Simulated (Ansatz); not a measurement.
**Short convergence ladders for Cl (Cmce, 4 atoms in the cell)**

```
Cl
1.0
    2.24672    -3.12936     0.00000
    2.24672     3.12936     0.00000
    0.00000     0.00000     8.28478
Cl
4
Direct
  0.87700   0.87700   0.89700
  0.62300   0.62300   0.39700
  0.37700   0.37700   0.60300
  0.12300   0.12300   0.10300
```

Base method: PBEsol, default PAW files made with PBE (plane waves; Ansatz, an electronic-structure program).

Base settings: basis.ecutwfc = 420 eV; kpoints.mp_grid.grid = 7 7 3; hamiltonian.xc = pbesol; hamiltonian.pseudopotentials = {kind: paw} (the program's default PAW files); scf.occupations.method = fermi_dirac; scf.occupations.width = 0.01 eV.

Core times come from one kind of shared machine, to one figure; runs under 30 s give none.

**Zone-centre phonons against the cutoff**

In this ladder: scf.occupations.method = fixed; scf.occupations.width = default; phonons.method = dfpt; phonons.dielectric = true; phonons.rigid_motions = translations.

The mesh stays at the base's, so the ladder's end is converged at best in this setting alone.

Frequencies are those of the unrelaxed cell, without the LO-TO term of polar crystals.

Only quantities that move along the ladder and can be compared are tabulated.

| basis.ecutwfc | highest zone-centre frequency (cm⁻¹) | lowest optical frequency (cm⁻¹) | core time / last (rough) |
|---|---|---|---|
| 210 eV | 480.2 | 32.7 | 0.4 |
| 250 eV | 472.6 | 44.2 | 0.5 |
| 295 eV | 474.8 | 38.9 | 0.4 |
| 355 eV | 475.2 | 40.4 | 0.6 |
| 420 eV | 475.2 | 40.4 | 0.6 |
| 630 eV | 475.1 | 40.4 | 1 |

Coarsest basis.ecutwfc that holds the highest zone-centre frequency within 2 cm⁻¹ of the last step, with all finer ones: 295 eV, at about 0.4 of the last step's time; the step before is off by 2.5 cm⁻¹.

Coarsest basis.ecutwfc that holds the lowest optical frequency within 1 cm⁻¹ of the last step, with all finer ones: 355 eV; the step before is off by 1.5 cm⁻¹.

**The force threshold of a relaxation**

On Cl (Cm, 4 atoms in the cell): one atom moved by 0.15 angstrom.

In this ladder: relax = atoms.

The mesh stays at the base's, so the ladder's end is converged at best in this setting alone.

Only quantities that move along the ladder and can be compared are tabulated.

```csv
relax.f_tol,free energy less the last step's (meV/atom),largest force left (eV/Å),relaxation steps
0.2 eV/Å,1.05,0.1010,7
0.1 eV/Å,0.82,0.0906,7
0.05 eV/Å,0.18,0.0427,7
0.03 eV/Å,0.05,0.0103,8
0.02 eV/Å,0.05,0.0104,8
0.005 eV/Å,0.00,0.0013,12
0.001 eV/Å,0.00,0.0001,12
```

Coarsest relax.f_tol that holds the largest force left within 0.005 eV/Å of the last step, with all finer ones: 0.005 eV/Å; the step before is off by 0.010 eV/Å.

Coarsest relax.f_tol that holds the free energy within 0.1 meV/atom of the last step, with all finer ones: 0.03 eV/Å; the step before is off by 0.18 meV/atom.

On the base run: the starting cell has typed, rounded lattice constants, without a prior relaxation at this level. Its lattice was rescaled by up to half a per cent.

Keys are those of Ansatz 0.2.
